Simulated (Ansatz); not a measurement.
Defect migration in hcp Ru: Ru vacancy, neutral cell. These are PBE, PAW (plane waves to 420 eV; Ansatz, a first-principles code) values and carry that method's errors.

36-site cell at the relaxed PBE lattice, a 2×2×2 k-point mesh shifted by half a step along c, smearing 0.10 eV, spin-restricted, no finite-size correction. Energies are static. Forms of the defect that were not tried may lie lower.

Barriers: single points on a 4×4×4 k-point mesh shifted by half a step along c at the bands' geometries (they differ from the bands' own by up to 0.12 eV, and are uncertain by about as much).

Relaxed starting cell (atoms counted from 1):

```
CELL_PARAMETERS angstrom
      8.16420     0.00000     0.00000
     -4.08210     7.07041     0.00000
      0.00000     0.00000     8.58609
ATOMIC_POSITIONS crystal
  Ru 0.10956 0.22116 0.62651
  Ru 0.10889 0.55597 0.12656
  Ru 0.11011 0.55387 0.62662
  Ru 0.10888 0.88573 0.12656
  Ru 0.11015 0.88915 0.62657
  Ru 0.44530 0.22215 0.12657
  Ru 0.44176 0.22084 0.62657
  Ru 0.44515 0.55598 0.12657
  Ru 0.44174 0.55388 0.62658
  Ru 0.44298 0.88799 0.12656
  Ru 0.44301 0.88795 0.62660
  Ru 0.77494 0.22210 0.12654
  Ru 0.77703 0.22081 0.62659
  Ru 0.77632 0.55467 0.12654
  Ru 0.77633 0.55462 0.62655
  Ru 0.77498 0.88570 0.12652
  Ru 0.77699 0.88909 0.62656
  Ru 0.21861 0.11236 0.37540
  Ru 0.21868 0.11228 0.87779
  Ru 0.21868 0.43922 0.37543
  Ru 0.21858 0.43911 0.87779
  Ru 0.22191 0.77740 0.37668
  Ru 0.22192 0.77743 0.87648
  Ru 0.55355 0.10905 0.37671
  Ru 0.55352 0.10901 0.87644
  Ru 0.55296 0.44291 0.37726
  Ru 0.55296 0.44296 0.87591
  Ru 0.55348 0.77739 0.37662
  Ru 0.55348 0.77737 0.87648
  Ru 0.89161 0.11225 0.37536
  Ru 0.89176 0.11239 0.87769
  Ru 0.88802 0.44292 0.37717
  Ru 0.88799 0.44294 0.87589
  Ru 0.88806 0.77808 0.37723
  Ru 0.88803 0.77806 0.87588
```

End state 1 differs by these moves (Å; atoms that move under 0.08 Å are left out):

| atom | element | Δx | Δy | Δz |
|---|---|---|---|---|
| 31 | Ru | 1.31 | 0.76 | 2.13 |

### Question
Estimate the forward and backward barriers to end state 1 that PBE, PAW returns for this input.

### Answer
forward 2.24 eV, backward 2.24 eV; at the saddle point atom 31 has neighbours 4 Ru at 2.48, 4 Ru at 3.02 Å. The saddle point's order was not checked, and it lies on a symmetry element of the cell, where a band can be held.
